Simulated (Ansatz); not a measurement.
```xyz
2
Lattice="11.0000 0.0000 0.0000 0.0000 11.0000 0.0000 0.0000 0.0000 4.3145" Properties=species:S:1:pos:R:3 pbc="T T T"
Be     5.5000     5.5000     0.0000
Te     5.5000     5.5000     2.1573
```

The numbers are results of PBE (plane waves to 420 eV, PAW; Ansatz, an electronic-structure program), not measurements. Mesh 1×1×64. No spin polarisation. Isolated but for its images some 11 Å away. A hypothetical model. Symmetry and one short period hold its shape; lower forms weren't sought. Pairing along the axis, which can open a gap, is among the distortions not tried. Values not marked SOC lack spin–orbit coupling.

Tabulate the two highest filled and two lowest empty levels along the axis, from the valence top.


```csv
k (2π/c),v2 (eV),v1 (eV),c1 (eV),c2 (eV)
0.000,-1.06,-1.06,2.64,–
0.042,-1.05,-1.05,2.70,–
0.083,-1.01,-1.01,2.87,–
0.125,-0.95,-0.95,3.13,–
0.167,-0.87,-0.87,3.48,–
0.208,-0.77,-0.77,3.90,4.63
0.250,-0.65,-0.65,4.21,4.21
0.292,-0.51,-0.51,3.82,3.82
0.333,-0.37,-0.37,3.46,3.46
0.375,-0.23,-0.23,3.15,3.15
0.417,-0.12,-0.12,2.90,2.90
0.458,-0.03,-0.03,2.75,2.75
0.500,0.00,0.00,2.69,2.69
```
A dash stands for levels within 1 eV of the vacuum level or above it.
